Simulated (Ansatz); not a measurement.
The starting structures come from a database of crystals and need not be the phases stable at ambient conditions.

 Where the default PAW files enter, the runs use the earlier of Ansatz's two default sets.

Data:

```xyz
12
Lattice="3.1681 0.0000 0.0000 0.3388 4.9035 0.0000 0.0000 0.0000 9.6584" Properties=species:S:1:pos:R:3 pbc="T T T"
Ag     2.4773     0.9843     5.5152
Ag     1.0295     3.9192     4.1433
Ag     1.0295     3.9192     0.6859
Ag     2.4773     0.9843     8.9725
C      0.8468     3.5000     7.2438
C      2.6601     1.4035     2.4146
O      2.4141     1.9992     1.2996
O      1.0928     2.9043     8.3588
O      1.0928     2.9043     6.1289
O      2.4141     1.9992     3.5296
O      0.3462     4.7004     7.2438
O      3.1607     0.2031     2.4146
```

Space group of this cell: P2_1/m. The cell is taken as given; by r2SCAN its mean pressure is -0.6 GPa.

Transport runs along the normal of the first two printed cell vectors.

The gap is the functional's own, uncorrected, and κ follows it; spin-orbit coupling is left out. Mid-gap values are interpolated between the computed energies.

### Question
Compute, with r2SCAN (Ansatz, a first-principles code), the band gap and the smallest decay constant κ at mid-gap.

### Answer
Gap 0.81 eV on a 10×6×4 mesh; κ = 0.184 1/Å, at the zone centre.
